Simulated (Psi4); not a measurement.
Psi4 1.11, PBE0/def2-svp: Mg(Cl)(iPr) (C[CH](C)[Mg][Cl]), 12 atoms. The geometry is a generated start, not checked to be a minimum at this level.

```json
{
 "task": "energy",
 "method": "pbe0",
 "basis": "def2-svp",
 "memory": "3 GB",
 "maxiter": "100",
 "keys_of_the_molecule_block": "symmetry c1",
 "scf_type": "df (default)",
 "diis_max_vecs": "10 (default)",
 "e_convergence": "1e-06 (default)",
 "d_convergence": "1e-06 (default)",
 "dft_radial_points": "75 (default)",
 "dft_spherical_points": "302 (default)",
 "basis_functions": "113",
 "grid_points": "256686"
}
```

```xyz
12

Mg     1.2158     1.0658     1.2852
Cl     2.6203     2.0921     2.5842
C     -0.3400     0.2744     0.1144
C     -0.5816    -1.1762     0.5118
C      0.0180     0.3742    -1.3622
H     -1.2702     0.8302     0.2761
H     -1.3786    -1.6058    -0.1057
H      0.3125    -1.7863     0.3689
H     -0.8908    -1.2522     1.5562
H      0.1558     1.4135    -1.6658
H     -0.7904    -0.0496    -1.9708
H      0.9292    -0.1800    -1.5924
```

With the defaults (diis = true, scf_initial_accelerator = adiis, damping_percentage = 0, guess = auto, which took SAD, soscf = false, soscf_start_convergence = 0.01, level_shift = 0, level_shift_cutoff = 0.01) it converges in 9 SCF iterations. One run each on 2 threads, with these changes:
- diis = false, scf_initial_accelerator = none, damping_percentage = 60
- guess = modhuckel
- guess = sap
- scf_initial_accelerator = none
- guess = core
- guess = gwh
- soscf = true, soscf_start_convergence = 0.001
- level_shift = 0.1, level_shift_cutoff = 0.001
- level_shift = 0.5, level_shift_cutoff = 0.001

### Question
Name the settings that don't reach the solution of the defaults.

### Answer
No convergence: diis = false, scf_initial_accelerator = none, damping_percentage = 60 (the run ends without SCF convergence in 100 iterations). The rest reach the solution of the defaults.

```
setting                                                                SCF iterations  JK calls             end
---------------------------------------------------------------------  --------------  --------  --------------
soscf = true, soscf_start_convergence = 0.001                                       7        18   same solution
level_shift = 0.5, level_shift_cutoff = 0.001                                       8         9   same solution
the defaults                                                                        9        10   same solution
level_shift = 0.1, level_shift_cutoff = 0.001                                       9        10   same solution
guess = modhuckel                                                                   9        30   same solution
scf_initial_accelerator = none                                                      9        10   same solution
guess = gwh                                                                        11        11   same solution
guess = sap                                                                        13        13   same solution
guess = core                                                                       17        17   same solution
diis = false, scf_initial_accelerator = none, damping_percentage = 60             100       101  no convergence
```

An SOSCF iteration holds several JK calls; a Hückel guess adds calls on atoms.
